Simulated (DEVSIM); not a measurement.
Structure: Schottky contact on n-type β-Ga2O3, at 300 K.

Layer 1 from the left is β-Ga2O3, thickness (μm) 0.560, Nd (cm⁻³) 1.7e17, τn (s) 7.1e-10, τp (s) 7.1e-10.

Left contact: Schottky, work function 5.18 eV, emission velocity 4.5e6 cm/s. Right contact: ohmic. Voltage is applied to the left contact. Recombination: SRH at mid-gap, radiative, Auger. Mobility is μmin + (μ − μmin)/(1 + (N/Nref)^α).

Constants are typed, rounded textbook-type inputs, not results; the design itself was drawn at random and stands for no fabricated device. Values at 300 K.

β-Ga2O3: gap (eV) 4.8, affinity (eV) 4, permittivity 10, Nc (cm⁻³) 3.7e18, Nv (cm⁻³) 5e20, μn (cm²/Vs) 160, μp (cm²/Vs) 1, μn,min 20, μp,min 0.1, Nref,n 1e18, Nref,p 1e18, αn 0.8, αp 0.8, B (cm³/s) 1e-12, Cn (cm⁶/s) 1e-31, Cp (cm⁶/s) 1e-31.

DEVSIM, 1D drift-diffusion, Boltzmann statistics, complete ionisation; no tunnelling, impact ionisation, image-force lowering or self-heating. Metal contacts follow the ideal Schottky-Mott rule: no Fermi-level pinning, no interface dipoles.

Problem. What does the simulation give for the potential step across the device at zero bias, the dark forward voltage at 100 A/cm², the dark forward voltage at 1 A/cm²?

Solution. potential step across the device at zero bias 1.100 V; dark forward voltage at 100 A/cm² 0.927 V; dark forward voltage at 1 A/cm² 0.804 V.
